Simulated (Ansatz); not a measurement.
# What isotropic strain +3.04 % does to Be

Take Be in the hcp (Mg type) structure (space group P6_3/mmc, No. 194; a = 2.262 Å, c = 3.569 Å; relaxed with 0.1 eV smearing) as the base.

The change: every lattice vector is stretched by 3.04 %; the atoms relax in the strained cell.

Calculations: r2SCAN (Ansatz, an electronic-structure program; PAW; 500 eV plane waves; no spin-orbit coupling). k-mesh 29×29×16 (Γ-centred); smearing 0.1 eV (Fermi–Dirac).

| quantity | base | changed | shift |
|---|---|---|---|
| energy relative to the base (free energy F) | 0 meV/atom | +24 meV/atom | +24 meV/atom |
| pressure (mean of the normal stresses, compression positive) | 0.0 GPa | -9.7 GPa | -9.7 GPa |
| band gap | zero | zero | – |

Final structure:

```
Be
1.0
    2.33044     0.00000     0.00000
   -1.16522     2.01822     0.00000
    0.00000     0.00000     3.67766
Be
2
Direct
  0.33333   0.66667   0.75000
  0.66667   0.33333   0.25000
```

Whether these cells are dynamically stable was not tested.
